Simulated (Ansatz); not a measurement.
## AlB2-type TmB2

All values below come from PBEsol in Ansatz (plane waves, PAW).

Settings: plane-wave cutoff 500 eV, 18×18×10 k mesh (along the axes of the cell as run), Fermi–Dirac smearing 0.05 eV, spin-polarised start, scalar-relativistic PAW data made under PBE.

Cell (relaxed at this level):

```
TmB2
1.0
    3.20589     0.00000     0.00000
   -1.60295     2.77639     0.00000
    0.00000     0.00000     3.78576
Tm B
1 2
Direct
  0.00000   0.00000   0.00000
  0.33333   0.66667   0.50000
  0.66667   0.33333   0.50000
```

```json
{
 "band_gap": "none"
}
```

Note: the magnetic order was assumed, not searched for or taken from measurement; the 4f shell is treated without U or exact exchange, so its levels and filling can be wrong.

Spin–orbit coupling is not included.

Static lattice: no zero-point or thermal effects.

Ansatz is a quantum-chemistry and plane-wave program.
